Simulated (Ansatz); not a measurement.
Data:

```
CELL_PARAMETERS angstrom
      0.00000     2.42823     2.42823
      2.42823     0.00000     2.42823
      2.42823     2.42823     0.00000
ATOMIC_POSITIONS crystal
  Y  0.00000 0.00000 0.00000
  N  0.50000 0.50000 0.50000
```

The numbers are results of HSE06, rigid bands (plane waves, PAW, scalar-relativistic; Ansatz, a first-principles code), not measurements. How the cell was made: cell and atoms relaxed with PBEsol.

Task: Predict the electron conductivity mass (n e² τ/σ) at 300 K, by direction if it differs.

Result: 0.23 mₑ.

Task: What conductivity effective mass do dilute holes have at 300 K?

Result: 0.48 mₑ.

Task: And the band gap?

Result: 1.05 eV at this level.

Rigid bands, one relaxation time for all states, no polarons. Spin-orbit coupling is left out; where it splits the top of the valence band it changes the hole mass and lowers the gap by about a third of the splitting. Geometry: cell and atoms relaxed with PBEsol.
